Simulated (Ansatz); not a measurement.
A computed series for hypothetical zinc blende NaCl: pressure series

Consider NaCl in the zinc blende structure (space group F-43m, No. 216; a = 6.178 Å; a hypothetical phase, not in the database extracts checked).

Cell and atoms are relaxed at each pressure.

Method: PBEsol in Ansatz (plane waves to 420 eV, PAW, no SOC).

| case | electron mass | density | band gap |
|---|---|---|---|
| base | 0.48 mₑ (at Γ) | 1.65 g/cm³ | 4.84 eV |
| pressure −2 GPa | 0.51 mₑ (at Γ) | 1.40 g/cm³ | 4.52 eV |
| pressure −1 GPa | 0.49 mₑ (at Γ) | 1.54 g/cm³ | 4.70 eV |
| pressure 0.9 GPa | 0.47 mₑ (at Γ) | 1.72 g/cm³ | 4.94 eV |
| pressure 2.1 GPa | 0.46 mₑ (at Γ) | 1.81 g/cm³ | 5.05 eV |
| pressure 4.5 GPa | 0.45 mₑ (at Γ) | 1.96 g/cm³ | 5.23 eV |
| pressure 9 GPa | 0.43 mₑ (at Γ) | 2.16 g/cm³ | 5.49 eV |
| pressure 15 GPa | 0.42 mₑ (at Γ) | 2.38 g/cm³ | 5.76 eV |
| pressure 30 GPa | 0.41 mₑ (at Γ) | 2.77 g/cm³ | 6.27 eV |

Load acts through the strain it causes; cell and atoms are relaxed under it. Effective masses come from finite differences of ±0.01 Å⁻¹. Stability against distortions was not tested. Competing high-pressure phases were not computed.

Ansatz is a program for electronic structure.
